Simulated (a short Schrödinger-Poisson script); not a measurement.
System: symmetric double-gate stack, SiO2 on p-type Si(100), at 77 K.

| layer | material | thickness (nm) | Na (cm⁻³) |
|---|---|---|---|
| 1 | SiO2 | 2.4 | - |
| 2 | Si | 2 | 2e16 |
| 3 | SiO2 | 2.4 | - |

The device is made up for the run: typed textbook-type constants, with dimensions and the other settings drawn at random. SiO2: permittivity 3.9, conduction-band edge (eV) 3.15, gap (eV) 9, electron mass (mₑ) 0.5. Si: permittivity 11.7, conduction-band edge (eV) 0, gap (eV) 1.124, Nv at 300 K (cm⁻³) 3.1e19.

Channel valleys (confinement mass, in-plane density-of-states mass, number): Δ2 0.916, 0.19, 2; Δ4 0.19, 0.417, 4. At the gates, both at one voltage, the conduction-band edge of layer 1 lies 3.38 eV − eVg above the Fermi level of the channel. Gaps are held at their typed values at every temperature. Mesh 0.03 nm at interfaces.

From a short Schrödinger-Poisson script (our own, NumPy): 1D Poisson equation in equilibrium, electrons quantum, Hartree (BenDaniel-Duke, 12 states a valley, the channel's in-plane mass for all, wave functions free to enter the dielectric), parabolic valleys, classical holes, full ionisation, no traps, pinning or gate leakage.

Question: List the lowest subbands of each valley and their electrons at Vg = 1.7 V.

Answer: 
```tsv
valley	subband	energy from the Fermi level (meV)	electrons (cm⁻²)	share (%)
Δ2	0	-131.2	2.08e13	99.6
Δ2	1	106.4	< 1e6	0.0
Δ2	2	529.6	< 1e6	0.0
Δ4	0	25.8	9.40e10	0.4
Δ4	1	790.8	< 1e6	0.0
```

All electrons: 2.09e13 cm⁻².
